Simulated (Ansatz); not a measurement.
Structures of equal composition on the (111) surface of fcc Ir: a pseudomorphic layer of Mg in the host's stacking; a pseudomorphic layer of Mg in the other hollow. The slabs share one bottom face, and each structure is named by its start. These are constructed structures in small cells; real faces may alloy, dewet or reconstruct in larger ones, and not all known structures of the face are among them. Slabs of about 11 Å, Fermi-Dirac smearing of 0.1 eV. Bottom of the slabs: a bare face, its two planes held. Relaxed from the named starts with such symmetry as they have, on meshes of like density; energies extrapolated to zero smearing; spin only where a row says so; no spin-orbit coupling, no U. Brackets mark spin-polarised runs, whose order is one that fits the cell.

All values below come from PBE (plane waves to 420 eV, PAW; Ansatz, an electronic-structure program).

**Question.** Order them by energy per 1x1 cell (lowest first) at the level PBE.

**Answer.** a pseudomorphic layer of Mg in the other hollow (0.000 eV), a pseudomorphic layer of Mg in the host's stacking (0.020 eV)
